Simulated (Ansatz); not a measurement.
CsCl-type TiOs was calculated with LDA (PAW; Ansatz, a program for electronic structure).

Numerical settings: plane-wave cutoff 500 eV, 18×18×18 k mesh, Fermi–Dirac smearing 0.1 eV, no spin polarisation, scalar-relativistic PAW data made under PBE.

Computed at the level's own relaxed cell.

### Question
Estimate the volume per atom and lattice parameter a that the calculation returns.

### Answer

- volume per atom = 14.04 Å³/atom
- lattice parameter a = 3.039 Å

The run finds no gap.

Spin–orbit coupling is not included.

Static lattice: no zero-point or thermal effects.

It cost very roughly 40 core-seconds of CPU time.
